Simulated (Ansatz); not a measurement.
Take ZnAu in the CsCl type structure (space group Pm-3m, No. 221; relaxed with 0.1 eV smearing) as the base.

```cif
data_AuZn
_chemical_formula_sum 'Zn1 Au1'
_space_group_name_H-M_alt 'P 1'
_space_group_IT_number 1
_cell_length_a 3.18677
_cell_length_b 3.18677
_cell_length_c 3.18677
_cell_angle_alpha 90.000
_cell_angle_beta 90.000
_cell_angle_gamma 90.000
loop_
_space_group_symop_operation_xyz
  'x, y, z'
loop_
_atom_site_label
_atom_site_type_symbol
_atom_site_fract_x
_atom_site_fract_y
_atom_site_fract_z
_atom_site_occupancy
Zn1 Zn 0.50000 0.50000 0.50000 1
Au1 Au 0.00000 0.00000 0.00000 1
```

The values are results of DFT with PBE, PAW potentials and a 420 eV plane-wave cutoff in Ansatz (an electronic-structure program), no SOC, not measurements.

Before the change:

- Pressure = 0.0 GPa

One thing is altered: an isotropic linear strain of −0.50 %, atoms relaxed at fixed cell.

### Question
What does the calculation give for the pressure and energy relative to the base after the change?

### Answer
The pressure goes from zero to 1.8 GPa; the energy rises by 1.3 meV/atom.

No phonon test of stability was made.
